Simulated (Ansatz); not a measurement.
Start from Ta in the bcc (W type) structure (space group Im-3m, No. 229; a = 3.305 Å). Axes: x, y, z lie along the cube axes.

All numbers come from plane-wave PAW DFT at the r2SCAN level (Ansatz, a program for electronic structure, 500 eV), scalar-relativistic without spin-orbit coupling, earlier PAW set.

Before the change:

| Quantity | Result |
|---|---|
| Shortest interatomic distance | 2.862 Å |

Now apply this change: a free-standing slab of 3 layers (3 atoms, 1 a layer) is cut normal to [110], with 15 Å of vacuum and the in-plane cell held at bulk.

Task: How does this affect the excess energy per area of both faces, change of the spacing d12 from its bulk value of 2.337 Å and shortest interatomic distance?

Result: The excess energy per area of both faces (slab less bulk energy over the cell's area: twice a surface energy) is 5.2 J/m² (uncertain by up to 0.06 J/m²); the change of the spacing d12 from its bulk value of 2.337 Å is -3.4 %; the shortest interatomic distance decreases by 0.065 Å, from 2.862 Å to 2.797 Å.

Slab and bulk use different k-meshes, which limits the precision of the excess energy. Whether these cells are dynamically stable was not tested. All final runs are without spin polarisation.
